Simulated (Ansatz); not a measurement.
Here is the system:

```
CELL_PARAMETERS angstrom
      0.00000     2.76255     2.76255
      2.76255     0.00000     2.76255
      2.76255     2.76255     0.00000
ATOMIC_POSITIONS crystal
  Zn 0.00000 0.00000 0.00000
  S  0.25000 0.25000 0.25000
```

No spin polarisation.

Computed with PBE (Ansatz, a program for electronic structure; PAW; 420 eV plane waves; no SOC). k-mesh 10×10×10 (Γ-centred); smearing 0.05 eV (Fermi–Dirac).

Problem. Predict the gap character and band gap.

Solution. 
```json
{
 "gap_character": "direct at Γ",
 "band_gap": "1.83 eV"
}
```

The cells carry an imposed strain or load. No phonon test of stability was made. The cell was made from ZnS in the zinc blende structure (space group F-43m, No. 216) by this change: isotropic strain +1.50 %.
